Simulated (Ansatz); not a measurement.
## rock-salt TiC (0 0 1) on zinc-blende InAs (0 0 1) (film strained to the substrate, started from cuts of the bulks and a machine-learned relaxation; slabs As5In6 and C12Ti12, which can lie off the formulas)

A periodic stack without vacuum, rock-salt TiC (0 0 1) on zinc-blende InAs (0 0 1) (film strained to the substrate, started from cuts of the bulks and a machine-learned relaxation; slabs As5In6 and C12Ti12, which can lie off the formulas): substrate slab As5In6, film C12Ti12, surface cells [[1, 0], [1, 1]] and [[0, -1], [2, 1]], film strained by +0.9 and +0.9 %, outermost planes In/In and CTi/CTi as cut, which need not be the usual terminations and can put a slab off its formula.

The start was prepared with a machine-learned potential, and the result is one local minimum, with the in-plane cell held and forces under 0.04 eV/Å; the film can end far from its bulk form.

Calculation: PBE (plane waves to 420 eV, PAW; Ansatz, an electronic-structure program). Spin–orbit coupling is left out; the runs are not spin-polarised; PBE gaps are too small against experiment. Its k-point mesh 7×7×1, Fermi–Dirac width 0.05 eV.

| Quantity | Value |
|---|---|
| interface area | 19.1 Å² |
| period | 30.65 Å |
| heights between the nearest atoms of the two slabs at the two interfaces | 2.22 and 2.22 Å |
| In–Ti contacts across the interfaces within 1.22 times the sum of covalent radii | 8, mean 3.25 Å |
| C–In contacts across the interfaces within 1.22 times the sum of covalent radii | 2, mean 2.25 Å |

```yaml
crystal:
  lattice:
    - [4.37244, 0.00023, -0.11974]
    - [0.00026, 4.37390, 0.01926]
    - [-1.21913, -0.22741, 30.69498]
  atoms:
    - { symbol: As, position: [0.00084, 0.52984, 0.08432] }
    - { symbol: As, position: [0.09830, 0.54415, 0.28696] }
    - { symbol: As, position: [0.55000, 0.04470, 0.18586] }
    - { symbol: As, position: [0.18520, 0.54726, 0.48980] }
    - { symbol: As, position: [0.64960, 0.04603, 0.38807] }
    - { symbol: In, position: [0.02624, 0.02715, 0.13552] }
    - { symbol: In, position: [0.47889, 0.63743, 0.03760] }
    - { symbol: In, position: [0.12566, 0.04505, 0.33748] }
    - { symbol: In, position: [0.57424, 0.54582, 0.23655] }
    - { symbol: In, position: [0.32145, 0.04819, 0.53637] }
    - { symbol: In, position: [0.65698, 0.54713, 0.43853] }
    - { symbol: C, position: [0.81032, 0.05160, 0.68088] }
    - { symbol: C, position: [0.31096, 0.55152, 0.68092] }
    - { symbol: C, position: [0.27223, 0.05014, 0.60893] }
    - { symbol: C, position: [0.77686, 0.55009, 0.61051] }
    - { symbol: C, position: [0.87815, 0.05429, 0.82244] }
    - { symbol: C, position: [0.37863, 0.55400, 0.82265] }
    - { symbol: C, position: [0.34485, 0.05257, 0.75156] }
    - { symbol: C, position: [0.84520, 0.55292, 0.75176] }
    - { symbol: C, position: [0.94490, 0.05547, 0.96379] }
    - { symbol: C, position: [0.44571, 0.55157, 0.96513] }
    - { symbol: C, position: [0.41196, 0.05433, 0.89335] }
    - { symbol: C, position: [0.91202, 0.55504, 0.89329] }
    - { symbol: Ti, position: [0.31289, 0.05175, 0.68302] }
    - { symbol: Ti, position: [0.81148, 0.55156, 0.68251] }
    - { symbol: Ti, position: [0.78069, 0.05032, 0.61424] }
    - { symbol: Ti, position: [0.27695, 0.55026, 0.61433] }
    - { symbol: Ti, position: [0.37857, 0.05471, 0.82192] }
    - { symbol: Ti, position: [0.87819, 0.55369, 0.82195] }
    - { symbol: Ti, position: [0.84576, 0.05294, 0.75227] }
    - { symbol: Ti, position: [0.34472, 0.55321, 0.75223] }
    - { symbol: Ti, position: [0.44342, 0.05789, 0.95989] }
    - { symbol: Ti, position: [0.94327, 0.55391, 0.95992] }
    - { symbol: Ti, position: [0.91131, 0.05477, 0.89161] }
    - { symbol: Ti, position: [0.41086, 0.55596, 0.89123] }
```
